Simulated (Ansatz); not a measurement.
Consider MgO in the rock salt structure (space group Fm-3m, No. 225; a = 4.254 Å).

(Cell as relaxed with PBE.)

Levels (all Ansatz, a quantum-chemistry and plane-wave program, PAW): PBE (420 eV, scalar-relativistic without spin-orbit coupling); PBEsol (420 eV, without spin-orbit coupling).

Each level relaxes its own structure.

| base | PBE | PBEsol |
|---|---|---|
| volume per atom | 9.62 Å³ | 9.35 Å³ |
| lattice parameter a | 4.254 Å | 4.214 Å |
| band gap | 4.46 eV | 4.62 eV |

One thing is altered: cell and atoms relaxed at a pressure of 10 GPa.

```csv
quantity,PBE,PBEsol
lattice parameter a,4.170 Å,?
band gap,5.04 eV,?
electron mass,0.36 mₑ (at Γ),?
shift of the gap caused by the change,+0.58 eV,?
```

Problem. Given the PBE results, estimate those of PBEsol.

Solution. 
- lattice parameter a, PBEsol: 4.136 Å
- band gap, PBEsol: 5.18 eV
- electron mass, PBEsol: 0.36 mₑ (at Γ)
- shift of the gap caused by the change, PBEsol: +0.56 eV

PBE's lattice parameter a lies 0.0349 Å above PBEsol's (0.8 %); PBE's band gap lies 0.14 eV below PBEsol's; the two agree on the electron mass. Neither level is exact; PBEsol is the comparison here, not a measurement.

Load acts through the strain it causes; cell and atoms are relaxed under it. Masses are band curvatures over ±0.01 Å⁻¹ around the edge. Whether these cells are dynamically stable was not tested. No other phases were tried under pressure. The base started in Pnma and relaxed to Fm-3m at this level.
